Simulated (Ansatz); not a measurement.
Results of PBEsol (Ansatz, an electronic-structure program, plane waves, PAW) for SmMg₃ (Fm-3m, No. 225).

Settings: plane-wave cutoff 520 eV, 14×14×14 k mesh, Fermi–Dirac smearing 0.05 eV, spin-polarised with parallel moments, scalar-relativistic PAW data made under PBE.

Computed at the level's own relaxed cell.

Q: Predict the lattice parameter a and bulk modulus.

A: 
- lattice parameter a: 7.383 Å
- bulk modulus: 33.0 GPa

The run finds no gap.

Note: the magnetic order was assumed, not searched for or taken from measurement; the 4f shell is treated without U or exact exchange, so its levels and filling can be wrong; the bulk modulus is −V dP/dV from two relaxed cells at ±2 % in volume.

Spin–orbit coupling is not included.

The result took roughly 4 core-minutes.
